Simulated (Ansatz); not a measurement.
Consider the following.

```
BP
1.0
    3.22822     0.00000     0.00000
    0.00000     3.22822     0.00000
    1.61411    -1.61411     2.24948
B P
1 1
Direct
  0.00000   0.00000   0.00000
  0.75000   0.75000   0.50000
```

No spin polarisation.

Method: Ansatz (an electronic-structure program) PBEsol, no spin-orbit coupling. Settings: 13×13×13 k-points, 0.05 eV Fermi–Dirac smearing.

Task: Estimate the band gap.

Result: 0.93 eV.

Task: What valence-band top at Γ (three highest levels, from the VBM) does the calculation give?

Result: 0.00, -0.14, -0.14 eV.

Task: Estimate the electron mass.

Result: 1.2 mₑ along k, 0.22 mₑ across (off the special points).

The cells carry an imposed strain or load. Effective masses come from finite differences of ±0.01 Å⁻¹. Along k means along the line from Γ to the band edge. Whether these cells are dynamically stable was not tested. The cell was made from BP in the zinc blende structure (space group F-43m, No. 216) by this change: biaxial strain +1.00 %, plane normal [001], relaxed out of plane.
